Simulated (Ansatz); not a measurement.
The starting structures come from a database of crystals and need not be the phases stable at ambient conditions.

By PBEsol, the system below comes out a metal.

Without scattering a metal conducts by its projected Fermi surface.

Here is the system:

```
AuIn2
1.0
    4.55692     0.00000     0.00000
    0.00000     4.55692     0.00000
    2.27846    -2.27846     3.28799
In Au
2 1
Cartesian
  2.27846   0.00000   1.64400
  4.55692   2.27846   1.64400
  0.00000   0.00000   0.00000
```

Space group of this cell: I4/mmm. The cell is strained (lengths across the current scaled by 0.98, ions clamped); by PBEsol its mean pressure is 1.7 GPa.

The current flows along the normal of the first two printed cell vectors, the (001) (indices of the unstrained crystal) plane of the conventional cell. No spin-orbit coupling; the value is a mean over 0.1 eV about the Fermi level.

### Question
Give the ballistic conductance per area that PBEsol in Ansatz (a quantum-chemistry and plane-wave program) yields.

### Answer
0.70 × 10¹⁵ S/m² for both spins.
